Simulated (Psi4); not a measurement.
Psi4 1.11, unrestricted PBE/def2-svpd: Co(F)(Cl)(OH2)2 ([OH2]->[Co](<-[OH2])([F])[Cl]), charge 0, multiplicity 4, 9 atoms. The geometry is a generated start, not checked to be a minimum at this level.

```
Quantity                             Result
--------------------------  ---------------
task                                 energy
method                                  pbe
basis                             def2-svpd
memory                                 3 GB
maxiter                                 100
keys of the molecule block      symmetry c1
scf_type                       df (default)
e_convergence               1e-06 (default)
d_convergence               1e-06 (default)
dft_radial_points              75 (default)
dft_spherical_points          302 (default)
basis functions                         162
grid points                          195607
```

```xyz
9

Co     0.8840    -0.4315     0.3357
F      1.3257     0.8585    -0.7438
Cl     1.1055    -2.1059     1.3876
O     -0.8137    -0.9035    -1.2461
H     -0.6680    -1.7788    -1.6190
H     -0.6264    -0.2570    -1.9387
O     -0.2726     1.2600     1.4984
H     -1.1534     1.3223     1.1176
H      0.2189     2.0360     1.2082
```

Charge 0 and multiplicity 4 are set for this test and not shown to be the ground state.

With the defaults (guess = auto, which took SAD, diis_max_vecs = 10, damping_percentage = 0, level_shift = 0, level_shift_cutoff = 0.01, diis = true, scf_initial_accelerator = adiis, soscf = false, soscf_start_convergence = 0.01, diis_start = 1) it converges in 47 SCF iterations. One run each on 2 threads, with these changes:
- guess = sap
- guess = gwh
- level_shift = 0.5, level_shift_cutoff = 0.001
- diis_max_vecs = 20
- diis_max_vecs = 3
- damping_percentage = 60
- damping_percentage = 60, diis = false, scf_initial_accelerator = none
- damping_percentage = 20
- diis_start = 4
- diis_max_vecs = 6
- soscf = true, soscf_start_convergence = 0.1

Problem. Which of these changes keep the SCF from converging, or lead it to another solution?

Solution. No convergence: damping_percentage = 60; damping_percentage = 60, diis = false, scf_initial_accelerator = none; soscf = true, soscf_start_convergence = 0.1 (the run ends without SCF convergence in 100 iterations). Another solution: guess = gwh (46 meV higher); guess = sap (46 meV higher); diis_max_vecs = 6 (44 meV higher); level_shift = 0.5, level_shift_cutoff = 0.001 (46 meV higher). The rest reach the solution of the defaults.

```
setting                                                                SCF iterations  JK calls                            end
---------------------------------------------------------------------  --------------  --------  -----------------------------
diis_start = 4                                                                     32        33                  same solution
diis_max_vecs = 20                                                                 32        33                  same solution
the defaults                                                                       47        48                  same solution
damping_percentage = 20                                                            52        53                  same solution
diis_max_vecs = 3                                                                  75        76                  same solution
guess = gwh                                                                        32        32  other solution, 46 meV higher
guess = sap                                                                        36        36  other solution, 46 meV higher
diis_max_vecs = 6                                                                  37        38  other solution, 44 meV higher
level_shift = 0.5, level_shift_cutoff = 0.001                                      41        42  other solution, 46 meV higher
damping_percentage = 60                                                           100       101                 no convergence
damping_percentage = 60, diis = false, scf_initial_accelerator = none             100       101                 no convergence
soscf = true, soscf_start_convergence = 0.1                                       100       331                 no convergence
```

An SOSCF iteration holds several JK calls; a Hückel guess adds calls on atoms.
